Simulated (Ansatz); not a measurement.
A computed series for AlBiO3: response to strain

Take AlBiO3 (space group R3c, No. 161; a cell from a computed database, its experimental status unchecked) as the base.

```
CELL_PARAMETERS angstrom
      2.68147     1.54815     4.42060
     -2.68147     1.54815     4.42060
      0.00000    -3.09629     4.42060
ATOMIC_POSITIONS crystal
  Al 0.27875 0.27875 0.27875
  Al 0.77875 0.77875 0.77875
  Bi 0.00644 0.00644 0.00644
  Bi 0.50644 0.50644 0.50644
  O  0.55002 0.07989 0.98842
  O  0.98842 0.55002 0.07989
  O  0.07989 0.98842 0.55002
  O  0.48842 0.57989 0.05002
  O  0.57989 0.05002 0.48842
  O  0.05002 0.48842 0.57989
```

Cartesian axes are those of the cell as printed.

Strains are applied to the cell and any free atomic positions relax; under biaxial strain the out-of-plane vector relaxes too.

All numbers come from plane-wave PAW DFT at the PBEsol level (Ansatz, an electronic-structure program, 420 eV), without spin-orbit coupling.

| change | volume per atom | band gap |
|---|---|---|
| base | 11.01 Å³ | 2.84 eV |
| biaxial strain −4.53 %, plane normal [001], relaxed out of plane | 10.27 Å³ | 2.74 eV |
| biaxial strain −4.14 %, plane normal [001], relaxed out of plane | 10.33 Å³ | 2.75 eV |
| biaxial strain +4.12 %, plane normal [001], relaxed out of plane | 11.76 Å³ | 2.81 eV |

With Bi present, leaving out spin-orbit coupling can change the band edges. No phonon test of stability was made.
